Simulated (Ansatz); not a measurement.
The parent structure is CdTe in the zinc blende structure (space group F-43m, No. 216).

```xyz
2
Lattice="0.0000 3.2444 3.2444 3.2444 0.0000 3.2444 3.2444 3.2444 0.0000" Properties=species:S:1:pos:R:3 pbc="T T T"
Cd     0.0000     0.0000     0.0000
Te     1.6222     1.6222     1.6222
```

Cartesian axes are those of the cell as printed.

Calculations: plane-wave PAW DFT at the PBEsol level (Ansatz, a program for electronic structure, 420 eV), no spin-orbit coupling.

Before the change:

| Item | Value |
|---|---|
| Electron mass | 0.055 mₑ (at Γ) |
| Volume per atom | 34.15 Å³ |

Now apply this change: compressive biaxial strain of 2.00 % in the plane normal to [001], as in epitaxy on a mismatched substrate; the out-of-plane cell vector and the atoms relax.

Predict the new electron mass and volume per atom.

The electron mass changes from 0.055 mₑ (at Γ) to 0.062 mₑ out of plane, 0.054 mₑ in plane (at Γ); the volume per atom drops by 0.47 Å³ (34.15 Å³ → 33.68 Å³).

Spin-orbit coupling, missing from the scalar runs, can matter with Te. The levels and masses belong to the bands next to the band gap. Masses are band curvatures over ±0.01 Å⁻¹ around the edge. Stability against distortions was not tested.
